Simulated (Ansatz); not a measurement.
Functionals compared on the (111) surface of fcc Rh in its 1x1 cell, outermost plane spacing 2.21 Å in the ideal cut, in Ansatz (plane waves, PAW). The structure was relaxed with PBE; the other rows are single points on it, each with its references at the same level. Cutoff 420 eV (500 eV for r2SCAN).

Model: 6-atom slab, 11.1 Å thick at the start, 16x16x1 mesh, Fermi-Dirac 0.1 eV, dipole correction, all atoms relaxed; start symmetry kept, larger cells not searched; no spin, no spin-orbit, no U. These notes are the PBE run's.

```json
[
 {"functional": "PBE", "surface energy (J/m²)": "2.06", "work function of the top face (eV)": "5.14", "rough cost of the single point": "–"},
 {"functional": "LDA", "surface energy (J/m²)": "2.64", "work function of the top face (eV)": "5.53", "rough cost of the single point": "very roughly 15 core-seconds"},
 {"functional": "PBEsol", "surface energy (J/m²)": "2.45", "work function of the top face (eV)": "5.27", "rough cost of the single point": "around 17 core-seconds (rough)"},
 {"functional": "RPBE", "surface energy (J/m²)": "(withheld)", "work function of the top face (eV)": "(withheld)", "rough cost of the single point": "roughly 15 core-seconds"},
 {"functional": "r2SCAN", "surface energy (J/m²)": "2.29", "work function of the top face (eV)": "5.13", "rough cost of the single point": "very roughly 30 core-seconds"}
]
```

**Question.** Some entries are withheld; supply them.

**Answer.** 
- RPBE, surface energy (J/m²): 1.82
- RPBE, work function of the top face (eV): 4.96

Ansatz is a quantum-chemistry and plane-wave program.
